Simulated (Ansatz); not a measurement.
For B20 (FeSi-type) MnSi, PBE (PAW; Ansatz, a program for electronic structure) gives:

```
Item                        Value
-------------------  ------------
lattice parameter a       4.518 Å
bulk modulus B0           206 GPa
cohesive energy      4.68 eV/atom
magnetic moment           0.98 μB
```

Task: What does r²SCAN (plane waves, PAW; Ansatz) give for the same quantities?

Result: 
- lattice constant a: 4.557 Å (goes up by 0.9 %)
- bulk modulus: 185 GPa (falls by 10 %)
- cohesive energy: 4.28 eV/atom (shrinks by 0.40 eV/atom)
- magnetic moment: 2.19 μB (rises by 1.21 μB)

For comparison: lattice constant a 4.560 Å (measured, temperature not stated, no zero-point or thermal correction; as tabulated in Wikipedia's data pages); bulk modulus 167 GPa (measured, room temperature, not corrected to a static lattice; as tabulated in Study of the compressibility of FeSi, MnSi, and CoS2 (JETP Letters), abstract).

Changes are worked out from the printed values.

Unless a cell is named, each level is at its own relaxed cell (PBE 11.52, r²SCAN 11.83 Å³/atom).

Spin-polarised runs: PBE (parallel moments), r²SCAN (parallel moments).

Ansatz's density-functional and Hartree–Fock values are scalar-relativistic unless marked +SOC, with PAW data made under PBE.
